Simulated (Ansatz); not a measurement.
Take Sr in the fcc (Cu type) structure (space group Fm-3m, No. 225) as the base.

```
CELL_PARAMETERS angstrom
      0.00000     2.96126     2.96126
      2.96126     0.00000     2.96126
      2.96126     2.96126     0.00000
ATOMIC_POSITIONS crystal
  Sr 0.00000 0.00000 0.00000
```

Method: PBEsol (Ansatz, a first-principles code), spin-orbit coupling left out.

Strains are applied to the cell and any free atomic positions relax.

One change was made to it. Results:

```csv
quantity,base,after
energy relative to the base (free energy F),0 meV/atom,+0.4 meV/atom
pressure,0.0 GPa,-0.2 GPa
band gap,zero,zero
```

Question: Which of these changes matches the shifts?
(A) isotropic strain +0.50 %
(B) isotropic strain +3.00 %
(C) isotropic strain −1.50 %
(D) isotropic strain −2.50 %
(E) isotropic strain +1.00 %

Answer: A, isotropic strain +0.50 %. For comparison, the energy relative to the base in the other runs: isotropic strain +1.00 % gives +1.8 meV/atom; isotropic strain −1.50 % gives +4.2 meV/atom; isotropic strain +3.00 % gives +15 meV/atom; isotropic strain −2.50 % gives +12 meV/atom.

Whether these cells are dynamically stable was not tested. Gaps under 0.05 eV, about the width of the smearing, are given as zero.
